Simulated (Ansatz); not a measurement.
# Worked sum: formation energy of Mg3Sb2 (P-3m1) from the elements

We look at the formation energy of Mg3Sb2 (P-3m1) from the elements. Reaction: 2 Sb (R-3m) + 3 Mg (hcp) → Mg3Sb2 (P-3m1). The sign is products less reactants. The value is per atom of the solid.

Mg3Sb2 (P-3m1), 5 atoms in the cell. Conventional cell: a = 4.5205 Å, b = 4.5205 Å, c = 7.1409 Å, α = 90.00°, β = 90.00°, γ = 120.00°.

Setting: static, neutral cells in Ansatz (PAW) whose structures rest at the PBE+D3(BJ) level. Ansatz (a program for electronic structure) runs with its default PAW set. Other levels take these structures. The lattices are those relaxed with PBE+D3(BJ), so at other levels the solids can be strained, which adds to the spread. A dispersion term (D3(BJ), or D4 for r2SCAN) was computed beside these levels and is taken off wherever the name lacks it. The runs are scalar-relativistic, without spin-orbit coupling.

Total energies of the cells in eV, at zero smearing width. They compare only within one column; the weights balance every element.

| cell | atoms | weight | PBE | PBEsol |
|---|---|---|---|---|
| Mg3Sb2 (P-3m1) | 5 | +1 | -18742.23046 | -18554.22885 |
| Sb (R-3m) | 2 | −1 | -12968.94993 | -12816.17335 |
| Mg (hcp) | 2 | −3/2 | -3847.59020 | -3824.09632 |

PBE: (-18742.23046) − (-12968.94993) − 3/2 × (-3847.59020) = -1.895 eV; dividing by 5 atoms gives -0.38 eV/atom.

PBEsol: (-18554.22885) − (-12816.17335) − 3/2 × (-3824.09632) = -1.911 eV; dividing by 5 atoms gives -0.38 eV/atom.

What follows from the PBE value: A formula unit of Mg3Sb2 has 5 atoms, so it forms with -0.3790 × 5 = -1.895 eV, or -182.8 kJ/mol at 96.485 kJ/mol per eV.
